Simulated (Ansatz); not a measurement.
## Convergence study of the k-point mesh at a smearing width of 0.02 eV for NiAl (P4mm, 2 atoms in the cell)

```xyz
2
Lattice="2.8813 0.0000 0.0000 0.0000 2.8813 0.0000 0.0000 0.0000 2.8813" Properties=species:S:1:pos:R:3 pbc="T T T"
Al     1.4407     1.4407     1.4907
Ni     0.0000     0.0000     0.0000
```

Level of theory: LDA (PW92), default PAW files made with PBE (plane waves; Ansatz, an electronic-structure program).

Base settings: basis.ecutwfc = 30.9 Ry; kpoints.mp_grid.grid = 11 11 11; hamiltonian.xc = lda; hamiltonian.pseudopotentials = {kind: paw} (the program's default PAW files); scf.occupations.method = fermi_dirac; scf.occupations.width = 0.0073 Ry.

In this ladder: scf.occupations.width = 0.0015 Ry.

Only quantities that move along the ladder and can be compared are tabulated.

The count of work is k-points × plane waves × bands × iterations; it is no time. 

The starting cell has typed, rounded lattice constants, without a prior relaxation at this level. Its lattice was rescaled by up to half a per cent. One atom was moved a little off its site on purpose. Spin polarisation is off. In the base run, with a pressure of about -8 GPa the cell is away from its equilibrium volume at this level. Ansatz's pressure includes its estimate of the finite-basis (Pulay) stress.

Steps (kpoints.mp_grid.grid): 4 4 4; 5 5 5; 6 6 6; 7 7 7; 9 9 9; 10 10 10; 12 12 12; 15 15 15; 22 22 22; 27 27 27.

### Question
What is the coarsest kpoints.mp_grid.grid that holds the pressure within 0.5 GPa of the last step, with all finer ones?

### Answer
6 6 6, at 0.027 of the last step's count of work; the step before is off by 0.85 GPa.

### Question
What is the coarsest kpoints.mp_grid.grid that holds the free energy within 0.5 meV/atom of the last step, with all finer ones?

### Answer
22 22 22; the step before is off by 1.1 meV/atom.

### Question
What is the coarsest kpoints.mp_grid.grid that holds the forces within 0.005 eV/Å of the last step, with all finer ones?

### Answer
5 5 5, at 0.012 of the last step's count of work; the step before is off by 0.008 eV/Å.

```tsv
kpoints.mp_grid.grid	free energy less the last step's (meV/atom)	pressure (GPa)	largest difference of a force vector from the last step's (eV/Å)	count of work / last
4 4 4	-18.67	-9.28	0.008	0.014
5 5 5	20.90	-7.51	0.002	0.012
6 6 6	14.98	-8.14	0.002	0.027
7 7 7	-6.57	-8.38	0.001	0.027
9 9 9	2.11	-8.52	0.001	0.051
10 10 10	-2.13	-8.53	0.000	0.086
12 12 12	1.00	-8.34	0.001	0.13
15 15 15	1.10	-8.37	0.000	0.20
22 22 22	-0.11	-8.38	0.000	0.64
27 27 27	0.00	-8.36	0.000	1.0
```

Keys are those of Ansatz 0.2.
